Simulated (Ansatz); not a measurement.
Output of an Ansatz run (abridged):

```
WARN the atoms were moved onto the symmetric positions of the space group found under crystal.symmetry.tolerance 1.0e-5 (fractional …
WARN basis.ecutwfc = 420 eV, the default
WARN ansatz: RAYON_NUM_THREADS=1 ignored (pool sized by the plan → 1); use --threads N
Pseudopotentials: kind: paw
Pseudopotential: Mg, paw, valence charge 10
Pseudopotential: B, paw, valence charge 3
Pseudopotential: H, paw, valence charge 1
Crystal: 11 atoms, lattice volume = 302.988 Å³
Basis set: ecut = 420 eV, 5841 PW (Γ)
Bands: 23, of which v1, the nominal top of the filled ones, is band 12 counted from 1 (11 counted from 0)
Symmetry: 12 space group operations
Space group: P-3m1 (ITA 164), of the structure as read, at distance tolerance 6.7e-5 Å
k-points: 8 of 49
PAW frozen core: Mg, regenerated for the run's functional, and the local potential with it
PAW frozen core: B, regenerated for the run's functional, and the local potential with it
Initial density: superposition of atomic densities (neutral atoms: chi_scale 0, normalization atom), corrected by the library's trained network
Initial wavefunctions: pseudopotential atomic-orbital guess
Eigensolver: davidson
Functional: x = slater, c = lda
SCF iter   1: F=—  HF=-2327.858094 eV  |F-HF|=—  |Δ(HF+E_count)|=         —  Δρ=6.68e-3  dr2=9.15e-2  ethr=1.77e-3  ⟨swp⟩=8.5  Hψ=1219  notcnv=0
all-band conjugate gradients solve this SCF's bands
preconditioner: auto → Resta (q_TF=auto, 1.788 Å⁻¹)
SCF iter   2: F=—  HF=-2327.830940 eV  |F-HF|=—  |Δ(HF+E_count)|=   2.72e-2  S|Δr|=    0.00e0  Δρ=2.57e-3  dr2=1.52e-2  ethr=3.81e-4  ⟨swp⟩=2.1  Hψ=295  notcnv=0
SCF iter   3: F=—  HF=-2327.827068 eV  |F-HF|=—  |Δ(HF+E_count)|=   3.87e-3  S|Δr|=    0.00e0  Δρ=4.22e-4  dr2=7.79e-4  ethr=6.33e-5  ⟨swp⟩=2.4  Hψ=201  notcnv=0
SCF iter   4: F=—  HF=-2327.826890 eV  |F-HF|=—  |Δ(HF+E_count)|=   1.78e-4  S|Δr|=    0.00e0  Δρ=9.12e-5  dr2=4.37e-5  ethr=3.24e-6  ⟨swp⟩=2.0  Hψ=203  notcnv=0
SCF iter   5: F=—  HF=-2327.826865 eV  |F-HF|=—  |Δ(HF+E_count)|=   2.49e-5  S|Δr|=    0.00e0  Δρ=2.77e-5  dr2=3.11e-6  ethr=1.82e-7  ⟨swp⟩=2.0  Hψ=229  notcnv=0  defer=6
SCF iter   6: F=—  HF=-2327.826867 eV  |F-HF|=—  |Δ(HF+E_count)|=   1.64e-6  S|Δr|=    0.00e0  Δρ=8.60e-6  dr2=4.23e-7  ethr=1.29e-8  ⟨swp⟩=3.0  Hψ=256  notcnv=0  defer=6
SCF iter   7: F=-2327.826867 eV  HF=-2327.826867 eV  |F-HF|=8.64e-9  |Δ(HF+E_count)|=   1.12e-7  S|Δr|=    0.00e0  Δρ=1.05e-6  dr2=2.41e-9  ethr=4.17e-10  ⟨swp⟩=13.4  Hψ=1126  notcnv=0
SCF 1 converged in 7 iterations: F = -2327.826867 eV  dr2 = 2.41e-9
SCF converged after 7 iterations
Stability not checked (fill_not_monotonic)
Free energy (F): -2327.826867 eV
Harris-Foulkes:  -2327.826867 eV  (|F-HF|=8.64e-9)
Internal energy: -2327.826867 eV  (E = F + TS)
E sigma→0 (E₀):  -2327.826867 eV
Fermi energy:    -2.943958 eV
Step filling:    the computed levels leave a gap of 5.7426 eV = 21.1 smearing widths
--- Per-component energies (eV) ---
  E_band       = -573.168139
  E_kinetic    = 284.598898
  E_local      = -8825.269177  (includes V_loc(G=0)·N_el)
  E_nonlocal   = 132.285964
  E_hartree    = 4040.891948
  E_xc         = -162.918985
  E_vxc        = -205.130319  (∫ρ·V_xc dr)
  E_paw        = -421.203881  (= ΣΔE_a)
  E_vpaw       = -41.429227  (= ΣTr[D̂ρ^β])
  E_aug_tail   = -0.009998  (compensation charges beyond the density's cutoff)
  E_ewald      = 2623.556217
  E_core_change = 0.242148  (= ΣΔE_core)
  E_smearing   = 0.000000  (= −TS)
  E_closure    = 0.000000  (closes the sum)
  Σ components = -2327.826867   (vs F -2327.826867, Δ=0.00e0)
--- Forces (eV/Å), atoms counted from 1 ---
  atom   1  Mg    -0.00000000     0.00000000     0.00000000
  atom   2  B     -0.00000000    -0.00000000     0.31472850
  atom   3  B      0.00000000     0.00000000    -0.31472850
  atom   4  H     -0.15230729    -0.08793466    -0.02001362
  atom   5  H      0.15230729     0.08793466     0.02001362
  atom   6  H      0.15230729    -0.08793466    -0.02001362
  atom   7  H     -0.15230729     0.08793466     0.02001362
  atom   8  H     -0.00000000     0.17586931    -0.02001362
  atom   9  H      0.00000000    -0.17586931     0.02001362
  atom  10  H      0.00000000     0.00000000     0.06537578
  atom  11  H     -0.00000000    -0.00000000    -0.06537578
  max |Σ_I F_I| component: 5.55e-17 eV/Å
--- Stress (GPa, compression-positive) ---
       -0.675644       0.000000      -0.000000
        0.000000      -0.675644       0.000000
       -0.000000      -0.000000      -0.257107
  P = ⅓ Tr σ = -0.5361 GPa (-5.361 kbar)
  The stress holds the Pulay correction. Without it, at fixed plane waves, as pw.x and ABINIT print it: P = -0.5958 GPa
--- Band table (eV; the first three rows and the last of 8) ---
  k-point 0: bands = ["-78.9161", "-46.3435", "-46.3403", "-46.3403", "-13.9378", "-11.8953", "-7.7671", "-6.6688", "-6.5421", "-6.5421", "-6.4622", "-6.4622", "-0.2760", "0.9104", "1.3832", "1.3878", "2.0176", "2.0176", "2.2908", "2.9868", [...]
  k-point 1: bands = ["-78.9161", "-46.3435", "-46.3404", "-46.3403", "-13.7799", "-11.8218", "-7.7143", "-7.5268", "-6.8613", "-6.7710", "-6.3614", "-6.1037", "0.1309", "1.0267", "1.3241", "1.4564", "2.3236", "2.3733", "2.3878", "3.1212", "3.3268", [...]
  k-point 2: bands = ["-78.9161", "-46.3434", "-46.3407", "-46.3404", "-13.3312", "-11.7009", "-8.5619", "-7.7779", "-7.3245", "-7.0486", "-6.3586", "-6.1767", "0.4743", "1.0296", "1.9899", "2.1134", "2.9167", "2.9507", "3.0345", "3.4426", "3.8878", [...]
  k-point 7: bands = ["-78.9161", "-46.3434", "-46.3408", "-46.3406", "-12.3918", "-11.8976", "-9.1801", "-8.3905", "-7.9118", "-7.6685", "-6.1351", "-6.0186", "0.9619", "1.7805", "2.5203", "2.6229", "3.0402", "3.8629", "4.2349", "4.5551", "4.6512", [...]
```

The structure:

```
CELL_PARAMETERS angstrom
      4.27702     0.00000     0.00000
     -2.13851     3.70401     0.00000
      0.00000     0.00000    19.12550
ATOMIC_POSITIONS crystal
  Mg 0.00000 0.00000 0.50000
  B  0.66667 0.33333 0.44266
  B  0.33333 0.66667 0.55734
  H  0.36125 0.18063 0.41829
  H  0.63875 0.81937 0.58171
  H  0.81937 0.18063 0.41829
  H  0.18063 0.81937 0.58171
  H  0.81937 0.63875 0.41829
  H  0.18063 0.36125 0.58171
  H  0.66667 0.33333 0.50644
  H  0.33333 0.66667 0.49356
```

Task: What input produced this log?

Result: Other spellings and defaults could give the same log, and not every line can be read from it. The input that was run (DFT, LDA (PW92), plane waves, default PAW files made with PBE):

Ansatz 0.2 input:
```yaml
crystal:
  lattice:
    - [4.27702000, 0.00000000, 0.00000000]
    - [-2.13851000, 3.70400800, 0.00000000]
    - [0.00000000, 0.00000000, 19.12550000]
  atoms:
    - { symbol: Mg, position: [0.00000000, 0.00000000, 0.50000300] }
    - { symbol: B, position: [0.66666700, 0.33333300, 0.44266000] }
    - { symbol: B, position: [0.33333300, 0.66666700, 0.55734000] }
    - { symbol: H, position: [0.36125000, 0.18062500, 0.41829000] }
    - { symbol: H, position: [0.63875000, 0.81937500, 0.58171000] }
    - { symbol: H, position: [0.81937500, 0.18062500, 0.41829000] }
    - { symbol: H, position: [0.18062500, 0.81937500, 0.58171000] }
    - { symbol: H, position: [0.81937500, 0.63875000, 0.41829000] }
    - { symbol: H, position: [0.18062500, 0.36125000, 0.58171000] }
    - { symbol: H, position: [0.66666700, 0.33333300, 0.50644400] }
    - { symbol: H, position: [0.33333300, 0.66666700, 0.49356100] }
kpoints:
  mp_grid: { grid: [7, 7, 1] }
hamiltonian:
  xc: lda
  pseudopotentials: { kind: paw }
scf:
  occupations: { method: cold, width: 0.272 }
output:
  forces: true
  eigenvalues: true
  stress: true
```

The starting cell comes from a database of computed structures (which also holds hypothetical and non-ambient phases and stackings), without a prior relaxation at this level. The slab is cut from that crystal, and its faces are unrelaxed. Spin polarisation is off, though cut faces can carry moments; a gap of a slab can lie between surface states.

Ansatz is a quantum-chemistry and plane-wave program.
